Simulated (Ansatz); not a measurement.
PBE against PBEsol: CdS, Cd → Zn

Base system: CdS in the zinc blende structure (space group F-43m, No. 216; a = 5.927 Å).

(Cell as relaxed with PBE.)

Levels (all Ansatz, an electronic-structure program, PAW): PBE (420 eV, without spin-orbit coupling); PBEsol (420 eV, no SOC).

Each level relaxes its own structure.

| base | PBE | PBEsol |
|---|---|---|
| volume per atom | 26.02 Å³ | 24.70 Å³ |
| lattice parameter a | 5.927 Å | 5.824 Å |
| band gap | 1.04 eV | 1.01 eV |

Now apply this change: full substitution Cd → Zn; the structure is relaxed again.

```json
[
 {"quantity": "shift of the gap caused by the change", "PBE": "+0.97 eV", "PBEsol": "+1.07 eV"},
 {"quantity": "hole mass (degenerate bands, along [100])", "PBE": "0.18, 0.72, 0.72 mₑ (at Γ)", "PBEsol": "0.18, 0.68, 0.68 mₑ (at Γ)"},
 {"quantity": "shortest interatomic distance", "PBE": "2.357 Å", "PBEsol": "2.319 Å"}
]
```

PBE's shift of the gap caused by the change lies 0.10 eV below PBEsol's; PBE's shortest interatomic distance lies 0.038 Å above PBEsol's (1.6 %). Neither level is exact; PBEsol is the comparison here, not a measurement.

Masses are band curvatures over ±0.01 Å⁻¹ around the edge. Stability against distortions was not tested.
